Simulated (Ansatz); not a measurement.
Consider B-vacancy pair (B on one host Si site, one Si site vacant) in silicon, charge state +1. The step: one Si atom jumps into the vacancy from a nearby Si site (B-vacancy distance between ideal sites 3.87 → 5.96 Å); the atom moves 2.64 Å along (-0.26, -0.29, -0.29) of the unit cell; the moving atom starts with neighbours Si at 2.36, 2 Si at 2.38 Å and ends with 2 Si at 2.34, Si at 2.36 Å. DFT values are from Ansatz (plane-wave PAW, 420 eV unless said) in a cell of 216 host sites, spin-restricted, static, with no finite-size correction. The charge state is imposed; whether it is stable for some Fermi level was not computed. Forms of the defect that were not tried may lie lower. For the PBE band: the saddle point's order was not checked, and it lies on a symmetry element of the cell, where a band can be held.

```
Level                                                                    Forward barrier (eV)  Cost of the band or of the saddle's single point
-----------------------------------------------------------------------  --------------------  ------------------------------------------------
PBE, one k-point at (0.250, 0.250, 0.250), band relaxed                                  0.68                              roughly 6 core-hours
PBE, a 2×2×2 k-point mesh shifted by half a step, same geometries                        0.78            about 28 core-minutes (a rough figure)
r2SCAN at 500 eV, one k-point at (0.250, 0.250, 0.250), same geometries                     ?                      very roughly 12 core-minutes
```

**Question.** Complete the blanks.

**Answer.** 
- r2SCAN at 500 eV, one k-point at (0.250, 0.250, 0.250), same geometries, Forward barrier (eV): 0.94

At the Γ point alone and the same geometries, HSE06 less PBE is +0.46 eV for this barrier.

Ansatz is a first-principles code.
